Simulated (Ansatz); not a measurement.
The reference is C (space group Fmmm, No. 69; a = 2.4562 Å, b = 4.2509 Å, c = 6.7530 Å; layered, stacked along the Cartesian z axis).

Calculations: r2SCAN+rVV10/PAW in Ansatz (a quantum-chemistry and plane-wave program), no spin-orbit coupling.

Before the change:

| Property | Result |
|---|---|
| Volume per atom | 8.81 Å³ |
| Space group | Fmmm (No. 69) |
| Band gap | zero |

Modification: Ge takes the place of C on all its sites; the structure is relaxed again.

Task: Estimate the effect on the volume per atom.

Result: The volume per atom goes up by 11.464 Å³ to 20.28 Å³.

Task: How does this affect the space group?

Result: The space group changes from Fmmm (No. 69) to I4/mmm (No. 139).

Task: How does this affect the band gap?

Result: The band gap remains zero.

Stability against distortions was not tested. As relaxed here, Ge is a hypothetical phase, not in the database extracts checked. The base started in Cmme and relaxed to Fmmm at this level. This is not the structure that C has at room temperature and ambient pressure.
